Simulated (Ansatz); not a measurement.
A computed series for MgH2: response to strain

Take MgH₂ (space group Pbcn, No. 60; a cell from a computed database, its experimental status unchecked) as the base.

```
MgH2
1.0
    4.47448     0.00000     0.00000
    0.00000     5.39455     0.00000
    0.00000     0.00000     4.89511
Mg H
4 8
Cartesian
  2.23724   4.47930   3.67133
  2.23724   0.91525   1.22378
  0.00000   3.61253   1.22378
  0.00000   1.78202   3.67133
  3.26559   4.82258   2.06118
  1.20889   0.57197   2.83393
  3.44613   3.26925   4.50874
  1.02835   2.12530   0.38637
  1.02835   3.26925   2.83393
  3.44613   2.12530   2.06118
  1.20889   4.82258   0.38637
  3.26559   0.57197   4.50874
```

Cartesian axes are those of the cell as printed.

Strains are applied to the cell and any free atomic positions relax; under biaxial strain the out-of-plane vector relaxes too; under stress the whole cell relaxes.

All numbers come from DFT with PBEsol, PAW potentials and a 420 eV plane-wave cutoff in Ansatz (a quantum-chemistry and plane-wave program), no SOC.

```json
[
 {"change": "base", "volume per atom": "9.85 Å³", "width of the top valence band": "2.49 eV", "smallest direct gap": "3.52 eV", "band gap": "3.41 eV"},
 {"change": "biaxial strain −0.84 %, plane normal [001], relaxed out of plane", "volume per atom": "9.73 Å³", "width of the top valence band": "2.55 eV", "smallest direct gap": "3.55 eV", "band gap": "3.31 eV"},
 {"change": "uniaxial strain ε_yy = −1.72 %", "volume per atom": "9.68 Å³", "width of the top valence band": "2.57 eV", "smallest direct gap": "3.41 eV", "band gap": "3.31 eV"},
 {"change": "uniaxial stress, 0.5 GPa tension along z", "volume per atom": "9.88 Å³", "width of the top valence band": "2.49 eV", "smallest direct gap": "3.55 eV", "band gap": "3.35 eV"}
]
```

Gaps are read on the SCF mesh and a high-symmetry path. Stability under load was not tested beyond the relaxation.
